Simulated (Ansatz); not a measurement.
The reference is Al in the fcc (Cu type) structure (space group Fm-3m, No. 225; relaxed with 0.1 eV smearing).

```xyz
1
Lattice="0.0000 1.9919 1.9919 1.9919 0.0000 1.9919 1.9919 1.9919 0.0000" Properties=species:S:1:pos:R:3 pbc="T T T"
Al     0.0000     0.0000     0.0000
```

The values are results of LDA in Ansatz (plane waves to 420 eV, PAW, no SOC), not measurements.

Strains are applied to the cell and any free atomic positions relax.

One change was made to it. Results:

```csv
quantity,base,after
energy relative to the base (free energy F),0 meV/atom,+21 meV/atom
pressure,0.0 GPa,-5.2 GPa
```

Question: Name the change that was made.
(A) isotropic strain +0.50 %
(B) isotropic strain +1.00 %
(C) isotropic strain +2.50 %
(D) isotropic strain −3.00 %

Answer: C, isotropic strain +2.50 %. For comparison, the energy relative to the base in the other runs: isotropic strain −3.00 % gives +37 meV/atom; isotropic strain +0.50 % gives +0.9 meV/atom; isotropic strain +1.00 % gives +3.6 meV/atom.

Stability against distortions was not tested.

Ansatz is an electronic-structure program.
